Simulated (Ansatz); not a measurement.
A computed series for Ir: pressure series

Start from Ir in the fcc (Cu type) structure (space group Fm-3m, No. 225).

```yaml
crystal:
  lattice:
    - [0.00000, 1.93542, 1.93542]
    - [1.93542, 0.00000, 1.93542]
    - [1.93542, 1.93542, 0.00000]
  atoms:
    - { symbol: Ir, position: [0.00000, 0.00000, 0.00000] }
```

Cell and atoms are relaxed at each pressure.

Calculations: DFT with PBE, PAW potentials and a 420 eV plane-wave cutoff in Ansatz (a first-principles code), without spin-orbit coupling.

| pressure (GPa) | volume per atom (Å³/atom) |
|---|---|
| -2 | 14.585 |
| -1 | 14.542 |
| 0 | 14.500 |
| 0.9 | 14.463 |
| 2.1 | 14.414 |
| 4.5 | 14.319 |
| 9 | ? |
| 15 | 13.944 |
| 22.5 | 13.708 |

Q: Fit the third-order Birch–Murnaghan form P(V) = (3B₀/2)[(V₀/V)^(7/3) − (V₀/V)^(5/3)]·[1 + (3/4)(B₀′ − 4)((V₀/V)^(2/3) − 1)] (squares taken in P) to the rows shown and predict the withheld row.

A: Least squares on the printed values gives V₀ = 14.500 Å³/atom, B₀ = 347 GPa, B₀′ = 5.1; this predicts 14.151 Å³/atom, and the run gives 14.151 Å³/atom, in agreement.

Measured bulk modulus of Ir: 365 GPa (static lattice; corrected from measurement; as listed in H. Levämäki et al., Physical Review B (2014)); the computed value is 5 % below it.

Load acts through the strain it causes; cell and atoms are relaxed under it. No phonon test of stability was made. No other phases were tried under pressure. The final runs are not spin-polarised.
